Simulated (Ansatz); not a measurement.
Worked example: relaxation of the atoms of Tc3Pt (P3m1, 8 atoms in the cell) in Ansatz (a quantum-chemistry and plane-wave program).

Method of the run: LDA (PW92), default PAW files made with PBE (plane waves; Ansatz).

The change in words: one atom moved by 0.15 angstrom; relax: default → atoms; relax.f_tol: default → 0.05 eV/Å. Reference geometry:
```
Tc3Pt
1.0
    5.49734     0.00000     0.00000
   -2.74867     4.76084     0.00000
    0.00000     0.00000     4.35916
Tc Pt
6 2
Direct
  0.15750   0.31500   0.25000
  0.84250   0.68500   0.75000
  0.84250   0.15750   0.75000
  0.15750   0.84250   0.25000
  0.68500   0.84250   0.25000
  0.31500   0.15750   0.75000
  0.33333   0.66667   0.75000
  0.66667   0.33333   0.25000
```

Reference input (self-consistent single point, DFT, LDA (PW92), plane waves, default PAW files made with PBE): basis.ecutwfc = 500 eV; kpoints.mp_grid.grid = 5 5 6; hamiltonian.xc = lda; hamiltonian.pseudopotentials = {kind: paw} (the program's default PAW files); scf.occupations.method = gaussian; scf.occupations.width = 0.1 eV. This run's input differs from it in these lines:

```diff
@@ -13,3 +13,3 @@
     - { symbol: Tc, position: [0.315000, 0.157500, 0.750000] }
-    - { symbol: Pt, position: [0.333333, 0.666667, 0.750000] }
+    - { symbol: Pt, position: [0.333333, 0.666667, 0.784410] }
     - { symbol: Pt, position: [0.666667, 0.333333, 0.250000] }
@@ -28,2 +28,4 @@
     width: 0.1
+relax:
+  f_tol: 0.05
 output:
```

Output (repeated stretches shortened):

```
   [... SCF lines of the steps left out ...]
relax step   1: F+E_penalty+E_count = -56179.84991984 eV  Δ(F+E_penalty+E_count) = +0.000e0 eV  max|allowed force component| = 1.815e0 eV/Å  Δτ_max = 0.0000 Å  (8 SCF iters, dr2 threshold 6.25e-5 eV, accepted)
relax step   2: F+E_penalty+E_count = -56179.95876293 eV  Δ(F+E_penalty+E_count) = -1.088e-1 eV  max|allowed force component| = 7.413e-1 eV/Å  Δτ_max = 0.1876 Å  (6 SCF iters, dr2 threshold 1.00e-4 eV, accepted)
relax step   3: F+E_penalty+E_count = -56179.98560611 eV  Δ(F+E_penalty+E_count) = -2.684e-2 eV  max|allowed force component| = 1.739e-2 eV/Å  Δτ_max = 0.0560 Å  (6 SCF iters, dr2 threshold 3.43e-5 eV, accepted)
relax step   4: F+E_penalty+E_count = -56179.98560612 eV  Δ(F+E_penalty+E_count) = -4.096e-9 eV  max|allowed force component| = 1.745e-2 eV/Å  Δτ_max = 0.0000 Å  (6 SCF iters, accepted)
the relaxation is at rest under the 6 symmetry operations that the run kept from its start: a minimum is not shown …
Stability not checked: this state was not tested for a lower state beside it, because too few of the mixer's solves of this state at the end of the SCF gave a …
Free energy (F): -56179.985606 eV
Internal energy: -56179.968688 eV  (E = F + TS)
E sigma→0 (E₀):  -56179.977147 eV
Entropy (-TS):   -0.016919 eV (-2.115 meV/atom)
Fermi energy:    23.120179 eV
--- Forces (eV/Å), atoms counted from 1 ---
  atom   1  Tc     0.00000000     0.01745493    -0.00149118
   [... lines left out ...]
    - { symbol: Tc, position: [0.6832050367096383, 0.8416025183548191, 0.2543225415731625] }
    - { symbol: Tc, position: [0.31689167578521504, 0.15844583789260752, 0.7543195140207115] }
    - { symbol: Pt, position: [0.3333333333333333, 0.6666666666666665, 0.7542234673903873] }
    - { symbol: Pt, position: [0.6666666666666665, 0.33333333333333326, 0.25426036582799105] }
```

The run converged.  The full log also holds: “iter 5 did not close the SCF: its close was put off for the readings that it lacked (scf_convergence_deferred on its scf_iter line)”. The full log also holds: “iter 4 did not close the SCF: its close was put off for the readings that it lacked (scf_convergence_deferred on its scf_iter line)”.

Summary of the result:
- Free energy E − TS (on the zero of these files) = -56179.9856 eV
- Fermi level (on the code's own zero) = 23.12 eV
- Pressure = -8.38 GPa
- Largest force (vector length) = 0.018 eV/Å
- Relaxation steps = 4

The starting cell comes from a database of computed structures (which also holds hypothetical and non-ambient phases and stackings), without a prior relaxation at this level. Its lattice was rescaled by up to half a per cent. For this run, on top of that: one atom moved by 0.15 angstrom. Spin polarisation is off. The relaxation keeps the symmetry of its start, so its end need not be a minimum. Ansatz's pressure includes its estimate of the finite-basis (Pulay) stress.

Cost on one core of a shared machine: roughly 2 min.

Keys are those of Ansatz 0.2.
